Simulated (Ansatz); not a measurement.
Cost and result by functional for the surface energy of the (100) surface of rutile SnO2 in its 1x1 cell (cut with top plane O, bottom plane O), outermost plane spacing 0.93 Å in the ideal cut, in Ansatz (plane waves, PAW). Single points on the PBE structure, on one kind of machine; costs are rough ratios of the slab run's core time (references not counted) to the cheapest single point. r2SCAN's cost holds its higher cutoff (500 against 420 eV). Differences are taken against HSE06 for comparison alone: no measured value is at hand, so the table doesn't rank accuracy. HSE06 ran on a coarser k-mesh, which lowers its cost and carries part of its shift.

Model: 15-atom slab, O10Sn5, 11.5 Å thick at the start, 8x5x1 mesh, Fermi-Dirac 0.025 eV, dipole correction, all atoms relaxed; held to the start's symmetry, so lower structures may exist; no spin, no spin-orbit, no U. These notes are the PBE run's.

```
functional                     relative cost  surface energy (J/m²)  less HSE06 (J/m²)
-----------------------------  -------------  ---------------------  -----------------
RPBE                                       1                   0.83              -0.49
LDA                                        1                   1.50               0.18
PBEsol                                     1                   1.27              -0.05
r2SCAN                                     2                   1.46               0.14
HSE06                                     10                   1.32               0.00
PBE (the relaxed run's value)              –                   1.06              -0.26
```

The values span 0.68 J/m², while the single points' costs differ by a factor of roughly 10. Differences are of unrounded values.

Ansatz is a program for electronic structure.
